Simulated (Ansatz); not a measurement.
Consider the following.

```
CELL_PARAMETERS angstrom
      0.00000     2.45883     2.45883
      2.45883     0.00000     2.45883
      2.45883     2.45883     0.00000
ATOMIC_POSITIONS crystal
  Hf 0.00000 0.00000 0.00000
  O  0.25000 0.25000 0.25000
  O  0.75000 0.75000 0.75000
```

No spin polarisation.

The values are results of PBEsol, PAW, 420 eV (Ansatz, a first-principles code; spin-orbit coupling left out), not measurements. k-mesh 11×11×11 (Γ-centred); smearing 0.05 eV (Fermi–Dirac).

Task: Estimate the gap character.

Result: Direct at X.

Task: What is the computed electron mass?

Result: 1.0 mₑ along k, 0.67 mₑ across (at X).

Task: Predict the space group.

Result: Fm-3m (No. 225).

Task: What hole mass does the calculation give?

Result: 0.28 mₑ along k, 2.8 mₑ across (at X).

Spin-orbit coupling, missing from the scalar runs, can matter with Hf. The cells carry an imposed strain or load. Effective masses come from finite differences of ±0.01 Å⁻¹. Along k means along the line from Γ to the band edge. Stability against distortions was not tested. The cell was made from HfO$_{2}$ in the fluorite structure (space group Fm-3m, No. 225) by this change: isotropic strain −2.50 %. This is not the structure that HfO2 has at room temperature and ambient pressure.
